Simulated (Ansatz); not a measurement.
# Work function of Pb(100) slab by several functionals

All runs by Ansatz (plane waves, PAW, no spin-orbit coupling): 7 layers on the in-plane lattice of PBE, ions relaxed at each level.

```tsv
level	work function (eV)	rough cost against PBE (one kind of shared host)
LDA	4.11	within a factor of 2
PBE	(withheld)	1
PBEsol	(withheld)	within a factor of 2
r2SCAN	3.87	within a factor of 2
```

Q: Fill in the missing entries.

A: 
- PBE, work function (eV): 3.75
- PBEsol, work function (eV): 3.88

Q: Which level lies nearest to measurement, and on which side does PBE miss?

A: Measured (a polycrystalline sample, not this face): 4.25 eV (measured; Richard Tran, Xiang-Guo Li, Joseph H. Montoya et al., Surface Science (2019), arXiv:1902.07811). Misses: LDA -0.14, PBE -0.50, PBEsol -0.37, r2SCAN -0.38 eV. Nearest is LDA, though measured values of one face scatter by 0.1 eV or more.

Ansatz is a program for electronic structure.
